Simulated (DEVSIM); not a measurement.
System: Al/La2O3/p-Si capacitor, at 300 K.

Layer 1 from the left is La2O3, thickness (nm) 8.30. Layer 2 from the left is Si, thickness (nm) 13000, Na (cm⁻³) 2e15.

Metal gate on the left, work function 4.1 eV. Fixed charge at the semiconductor interface 0 cm⁻² (in units of +e); no interface traps.

Constants are typed, rounded textbook-type inputs, not results; the design itself was drawn at random and stands for no fabricated device. Values at 300 K.

La2O3: gap (eV) 5.8, affinity (eV) 1.8, permittivity 27. Si: gap (eV) 1.124, affinity (eV) 4.05, permittivity 11.7, Nc (cm⁻³) 2.86e19, Nv (cm⁻³) 3.1e19.

Model (solved in DEVSIM): 1D Poisson equation in equilibrium, Boltzmann statistics, complete ionisation; no quantum confinement or tunnelling. Metal contacts follow the ideal Schottky-Mott rule: no Fermi-level pinning, no interface dipoles.

Question: What does the simulation give for the threshold voltage (band bending 2φF), the flat-band voltage?

Answer: threshold voltage (band bending 2φF) -0.19 V; flat-band voltage -0.82 V.
